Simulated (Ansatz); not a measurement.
Bi2Te2S (R-3m, No. 166) was calculated with G0W0@HSE06 (plane waves, hard PAW, contour deformation; Ansatz, a quantum-chemistry and plane-wave program).

The same calculation (at a fixed cell, not relaxed at this level and not confirmed as the measured one, 32.294 Å³/atom) with different numerical settings; throughout: k mesh 2×2×2:

| run | response cutoff (eV) | empty bands | quasiparticle gap on the mesh (eV) | quasiparticle gap at Γ (eV) | rough time |
|---|---|---|---|---|---|
| 1 | 70 | 394 | 0.586 | 0.586 | 20 core-min |
| 2 | 105 | 725 | 0.634 | 0.634 | 30 core-min |
| 3 | 140 | 1116 | 0.659 | 0.659 | 70 core-min |
| 4 | 175 | 1559 | 0.675 | 0.675 | 2 core-h |

In the column quasiparticle gap on the mesh (eV) the first row differs from the last by -0.089 and the next to last by -0.016.

The last row is no converged limit: other settings stay fixed.

Spin–orbit coupling is not included.

Note: filled d or f shells below the valence bands can shift G0W0 gaps through exchange with them, which wasn't tested here. Note: GW on a hybrid start was not checked against another program.
